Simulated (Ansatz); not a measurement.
## Effect of Al → Bi on AlRu

The reference is AlRu in the CsCl type structure (space group Pm-3m, No. 221; a = 2.9825 Å).

Perturbation: full substitution Al → Bi, then cell and atoms are relaxed.

The values are results of Kohn–Sham DFT with the r2SCAN functional, run in Ansatz (an electronic-structure program) with PAW and 500 eV plane waves, spin-orbit coupling left out, not measurements. k-mesh 14×14×14 (Γ-centred); smearing 0.05 eV (Fermi–Dirac), for the changed cell.

```tsv
quantity	base	changed	shift
density	8.01 g/cm³	13.49 g/cm³	+5.473 g/cm³
lattice parameter a	2.983 Å	3.367 Å	+0.3846 Å
space group	Pm-3m (No. 221)	Pm-3m (No. 221)	–
shortest interatomic distance	2.583 Å	2.916 Å	+0.333 Å
band gap	zero	zero	–
```

Cost of the whole job for the changed cell (relaxation, final SCF and bands): about 120 core-seconds (a rough figure).

No phonon test of stability was made. As relaxed here, BiRu is a hypothetical phase, not in the database extracts checked. All final runs are without spin polarisation. An odd electron count without spin: BiRu and AlRu. BiRu has a high density of states at the Fermi level and may be magnetic at this level.
